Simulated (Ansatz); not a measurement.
The parent structure is CsPbBr₃ in the cubic perovskite structure (space group Pm-3m, No. 221; a = 5.8721 Å).

Structures relaxed with plane-wave PAW DFT at the PBEsol level (Ansatz, a first-principles code, 420 eV), without spin-orbit coupling.

Base:

Simulated powder pattern, Cu Kα1, λ = 1.54056 Å (kinematic, ideal powder, no thermal factors, no anomalous dispersion; the 8 strongest lines at most, above 2 %, up to 2θ = 90°):

```
2θ (°)  I/Imax (%)    hkl
------  ----------  -----
15.08           37  (100)
21.38           88  (110)
30.42          100  (200)
37.49           43  (211)
43.56           74  (220)
54.05           26  (222)
71.84           34  (420)
79.98           26  (422)
```

Modification: cell and atoms relaxed at a pressure of 60 GPa.

After the change:

Simulated powder pattern, Cu Kα1, λ = 1.54056 Å (kinematic, ideal powder, no thermal factors, no anomalous dispersion; the 8 strongest lines at most, above 2 %, up to 2θ = 90°):

```
2θ (°)  d (Å)  I/Imax (%)    hkl
------  -----  ----------  -----
18.68   4.747          42  (100)
26.53   3.357          95  (110)
37.87   2.374         100  (200)
42.55   2.123          22  (210)
46.84   1.938          42  (211)
54.64   1.678          69  (220)
68.40   1.370          24  (222)
74.77   1.269          22  (321)
```

The indices refer to the base's conventional cell; one index is shown for lines that coincide.

The mesh was chosen for an insulator and is coarse for the gapless case. Load acts through the strain it causes; cell and atoms are relaxed under it. Stability against distortions was not tested. No other phases were tried under pressure. All final runs are without spin polarisation. Many cubic perovskites are stable only at high temperature; tilts and polar distortions were not tested. This is not the structure that CsPbBr3 has at room temperature and ambient pressure.
